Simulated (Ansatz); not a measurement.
Levels about the gap of amorphous Si20B4O46 (70 atoms in a cell of 1066 Å³, 2.09 g/cm³; zone centre alone, so wide bands show as single levels with stretches between that a denser mesh fills), at the geometry that PBE relaxed, where it gives 0.0 GPa on a denser mesh. The participation number counts the atoms over which a state spreads; weights are charges in smoothed Voronoi cells. The levels come from a single point, so bond lengths are those of that geometry. Method of the levels: PBE, scalar-relativistic without spin-orbit coupling (Ansatz, a first-principles code). Sampling: the zone centre alone; Fermi-Dirac width 0.02 eV; no spin polarisation. At PBE the levels at the filled edge of the gap are localised (band-tail or defect states).

It comes from a melt-quench run on a machine-learned potential (CHGNet), relaxed afterwards by DFT. O atoms were pushed apart under 1.9 Å during the dynamics, to hinder bonds among them. The hot cell started wider than the set density and was brought back towards it in steps. It is the lowest in DFT energy of 8 quenches. It is a model cell: composition and starting density were chosen by hand, and all elements were melted together. No dispersion term was used. Its density started from a set value of 2.16 and ended at 2.09 g/cm³. The quench (nominally 110 K/ps over its main leg) was far faster than any real one, so the model tends to hold more defects than a real film. One small periodic cell is one sample of the glass; other quenches scatter about these values. Volume and shape were free in the relaxation.

```csv
"E - E(highest filled), eV",filling,participation number,largest on,weight O,weight B,weight Si
-0.46,filled,12.2,"O, 2 neighbours",0.95,0.02,0.03
-0.36,filled,28.1,"O, 2 neighbours",0.96,0.00,0.03
-0.35,filled,23.0,"O, 2 neighbours",0.97,0.00,0.03
-0.34,filled,15.7,"O, 2 neighbours",0.96,0.01,0.03
-0.25,filled,13.1,"O, 2 neighbours",0.96,0.01,0.03
-0.19,filled,22.0,"O, 2 neighbours",0.96,0.02,0.03
0.00,filled,5.6,"O, 2 neighbours",0.95,0.03,0.02
5.30,empty,64.9,"O, 2 neighbours",0.75,0.03,0.22
6.61,empty,8.2,"B, 3 neighbours",0.39,0.55,0.06
6.88,empty,47.3,"O, 2 neighbours",0.68,0.03,0.29
7.06,empty,40.7,"O, 2 neighbours",0.68,0.05,0.27
7.11,empty,8.8,"B, 3 neighbours",0.49,0.36,0.14
```

Most localised among these is the filled level at +0.00 eV, on a O atom, which has 2 neighbours (B 1.38 Å, Si 1.63 Å).
